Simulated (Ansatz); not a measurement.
## Carrier properties of YN under load (space group I4/mmm)

```
YN
1.0
    0.00000     2.45113     2.43218
    2.45113     0.00000     2.43218
    2.45113     2.45113     0.00000
Y N
1 1
Direct
  0.00000   0.00000   0.00000
  0.50000   0.50000   0.50000
```

Computed with r2SCAN with spin-orbit coupling, rigid bands (plane waves, PAW; Ansatz, a quantum-chemistry and plane-wave program). Condition of this run: uniaxial stress zz = 2 GPa (compression positive) (the target of the relaxation). Geometry: cell and atoms relaxed with r2SCAN, then loaded as said.

| Item | Result |
|---|---|
| band gap | 0.53 eV |
| electron conductivity mass (300 K, dilute) | 0.199 (x), 0.199 (y), 0.31 (z) mₑ |
| hole conductivity mass (300 K, dilute) | 0.77 (x), 0.77 (y), 0.34 (z) mₑ |
| effective density of states N_c (300 K) | 8.3e18 cm⁻³ |
| effective density of states N_v (300 K) | 1.6e19 cm⁻³ |
| density-of-states mass, electrons | 0.48 mₑ |
| density-of-states mass, holes | 0.74 mₑ |
| Seebeck coefficient, n-type 1e19 cm⁻³, 300 K | -240 μV/K |
| best n-type power factor at 300 K for τ = 10 fs (best axis; densities from 1e16 to 1e21 cm⁻³ tried, whether or not they can be reached) | 9.0 μW/(cm·K²) at 3e19 cm⁻³ |
| Seebeck coefficient, p-type 1e19 cm⁻³, 300 K | 306 μV/K |
| best p-type power factor at 300 K for τ = 10 fs (best axis; densities from 1e16 to 1e21 cm⁻³ tried, whether or not they can be reached) | 11.1 μW/(cm·K²) at 3e20 cm⁻³ |

Rigid bands; masses and Seebeck coefficients take one relaxation time τ for all states and one kind of carrier; polarons and phonon drag are left out.
